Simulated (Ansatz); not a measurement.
For LaF (P6₃/mmc, No. 194; start mp-1184996), PBEsol (plane waves, PAW; Ansatz, an electronic-structure program) gives:

- lattice constant a: 4.290 Å
- c axis length: 5.291 Å
- bulk modulus B0: 69.2 GPa

Q: What does r²SCAN in Ansatz (plane waves, PAW) give for the same quantities?

A: 
- lattice constant a: 4.324 Å (rises by 0.8 %)
- lattice parameter c: 5.416 Å (increases by 2.4 %)
- bulk modulus: 64.2 GPa (decreases by 7.2 %)

Changes are worked out from the printed values.

Unless a cell is named, each level is at its own relaxed cell (PBEsol 21.09, r²SCAN 21.92 Å³/atom).

Caveats: the bulk modulus is −V dP/dV from two relaxed cells at ±2 % in volume (PBEsol, r²SCAN); the relaxation could not lower the start's symmetry, so the cell can be a saddle point above a distorted one (PBEsol, r²SCAN). Ansatz's density-functional and Hartree–Fock values are scalar-relativistic unless marked +SOC, with PAW data made under PBE.

A start named mp-… is a Materials Project structure, which can be a computed phase never made.
